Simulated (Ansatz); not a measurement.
Here is the system:

End structure of a constructed model of the (110) surface of bcc W, a pseudomorphic layer of Sc in the host's stacking (bottom of the slab: a bare face, its two planes held):

```
CELL_PARAMETERS angstrom
      2.75768     0.00000     0.00000
     -0.91923     2.59996     0.00000
      0.00000     0.00000    30.50000
ATOMIC_POSITIONS crystal
  W  0.50000 0.50000 0.26545
  W  0.00000 0.00000 0.33927
  W  0.50000 0.50000 0.41322
  W  0.00000 0.00000 0.48696
  W  0.50000 0.50000 0.56066
  W  0.00000 0.00000 0.63375
  Sc 0.50000 0.50000 0.71293
```

Set-up: 7 atoms, 14.3 Å thick at the start with caps and adatoms; mesh 14x14x1; 0.1 eV smearing; dipole correction on; 2 atoms held, the rest relaxed; symmetry of the start imposed; no spin, no spin-orbit, no U. It is one candidate, not shown to be the stable structure of the face.

Estimate the work function of the top face that PBE in Ansatz (a program for electronic structure) returns for this input.

4.18 eV
